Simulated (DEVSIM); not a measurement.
Structure: abrupt Si n-p junction, at 300 K.

```tsv
layer (left to right)	material	thickness (μm)	Nd (cm⁻³)	Na (cm⁻³)	τn (s)	τp (s)
1	Si	20.0	1.3e17	-	3.9e-5	3.9e-5
2	Si	0.930	-	8.8e17	3.9e-5	3.9e-5
```

Left contact: ohmic. Right contact: ohmic. Voltage is applied to the left contact. Recombination: SRH at mid-gap, radiative. Mobility is constant in doping.

This is a model device: material constants are rounded textbook-type values typed into the input, and sizes, dopings and lifetimes were drawn at random. Values at 300 K.

```csv
parameter,Si
gap (eV),1.124
affinity (eV),4.05
permittivity,11.7
Nc (cm⁻³),2.86e19
Nv (cm⁻³),3.1e19
μn (cm²/Vs),1417
μp (cm²/Vs),470
B (cm³/s),4.7e-15
```

Model (solved in DEVSIM): 1D drift-diffusion, Boltzmann statistics, complete ionisation; no tunnelling, impact ionisation, image-force lowering or self-heating.

Task: Tabulate band edges, carrier densities and field at -0.9 V on the left contact.

Result: Energies count from the Fermi level of the right contact; mesh points crowd at the junctions.

```tsv
x (μm)	Ec (eV)	Ev (eV)	n (cm⁻³)	p (cm⁻³)	field (V/cm)
0.000	1.039	-0.085	1.3e17	890	-59
0.03027	1.039	-0.085	1.3e17	3.0e14	-59
0.09371	1.039	-0.085	1.3e17	9.2e14	-58
0.2419	1.038	-0.086	1.3e17	2.3e15	-57
0.7425	1.035	-0.089	1.4e17	6.8e15	-53
1.707	1.030	-0.094	1.4e17	1.4e16	-48
3.728	1.021	-0.103	1.6e17	2.7e16	-42
10.78	0.996	-0.128	1.9e17	5.6e16	-32
15.76	0.981	-0.143	2.0e17	6.9e16	-29
18.14	0.975	-0.149	2.0e17	7.4e16	-28
19.19	0.972	-0.152	2.1e17	7.6e16	-27
19.73	0.970	-0.154	2.1e17	7.7e16	-27
19.89	0.970	-0.154	2.1e17	7.8e16	-27
19.96	0.970	-0.154	2.0e17	7.9e16	540
20.00	1.020	-0.104	2.9e16	5.6e17	27000
20.04	1.033	-0.091	1.7e16	9.0e17	≈ 0
20.11	1.033	-0.091	1.6e16	9.0e17	≈ 0
20.25	1.032	-0.091	1.3e16	8.9e17	≈ 0
20.64	1.032	-0.092	5.8e15	8.9e17	≈ 0
20.81	1.032	-0.092	2.4e15	8.8e17	≈ 0
20.89	1.032	-0.092	8.5e14	8.8e17	≈ 0
20.93	1.032	-0.092	130	8.8e17	≈ 0
```
